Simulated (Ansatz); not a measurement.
Take Si in the diamond structure (space group Fd-3m, No. 227; a = 5.4338 Å) as the base. Axes: x, y, z lie along the cube axes.

The values are results of Ansatz (a program for electronic structure) PBEsol, without spin-orbit coupling, not measurements.

Strains are applied to the cell and any free atomic positions relax; under biaxial strain the out-of-plane vector relaxes too.

One change was made to it. Results:

| quantity | base | after |
|---|---|---|
| band gap | 0.47 eV | zero |
| volume per atom | 20.05 Å³ | 20.75 Å³ |
| energy relative to the base (free energy F) | 0 meV/atom | +18 meV/atom |
| pressure (mean of the normal stresses, compression positive) | 0.0 GPa | -3.1 GPa |

Problem. Which change produced these results?
A. biaxial strain +3.00 %, plane normal [001], relaxed out of plane
B. biaxial strain −1.50 %, plane normal [001], relaxed out of plane
C. biaxial strain −1.00 %, plane normal [001], relaxed out of plane
D. biaxial strain −0.50 %, plane normal [001], relaxed out of plane
E. biaxial strain +2.50 %, plane normal [001], relaxed out of plane

Solution. A, biaxial strain +3.00 %, plane normal [001], relaxed out of plane. For comparison, the band gap in the other runs: biaxial strain −1.50 %, plane normal [001], relaxed out of plane gives 0.29 eV; biaxial strain −0.50 %, plane normal [001], relaxed out of plane gives 0.41 eV; biaxial strain −1.00 %, plane normal [001], relaxed out of plane gives 0.35 eV; biaxial strain +2.50 %, plane normal [001], relaxed out of plane gives 0.06 eV.

A case with no gap was solved on a k-mesh chosen for an insulator, which is coarse for it. Whether these cells are dynamically stable was not tested. A zero or small gap of Si under biaxial strain +3.00 %, plane normal [001], relaxed out of plane, Si under biaxial strain −1.50 %, plane normal [001], relaxed out of plane and Si under biaxial strain +2.50 %, plane normal [001], relaxed out of plane can be the functional's error rather than a property of the material.
